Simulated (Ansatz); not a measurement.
**SnO2 under a change: Sn → Cd**

Base system: SnO2 in the rutile structure (space group P4_2/mnm, No. 136; a = 4.769 Å, c = 3.211 Å).

Perturbation: every Sn is replaced by Cd, then cell and atoms are relaxed.

Method: PBEsol, PAW, 420 eV (Ansatz, an electronic-structure program; without spin-orbit coupling), earlier PAW set. k-mesh 10×10×14 (Γ-centred); smearing 0.05 eV (Fermi–Dirac), for the changed cell.

The density drops by 0.705 g/cm³, from 6.85 g/cm³ to 6.15 g/cm³ and the lattice parameter a grows by 0.0658 Å (4.769 Å → 4.834 Å). The c/a ratio rises by 0.017, from 0.673 to 0.690 and the space group stays P4_2/mnm (No. 136). The band gap becomes zero (base: 0.92 eV).

Final structure:

```
CdO2
1.0
    4.83435     0.00000     0.00000
    0.00000     4.83435     0.00000
    0.00000     0.00000     3.33742
Cd O
2 4
Direct
  0.00000   0.00000   0.00000
  0.50000   0.50000   0.50000
  0.31534   0.31534   0.00000
  0.81534   0.18466   0.50000
  0.18466   0.81534   0.50000
  0.68466   0.68466   0.00000
```

Cost of the whole job for the changed cell (relaxation, final SCF and bands): about 3 core-minutes (a rough figure).

Stability against distortions was not tested. As relaxed here, CdO2 is a hypothetical phase, not in the database extracts checked. All final runs are without spin polarisation.
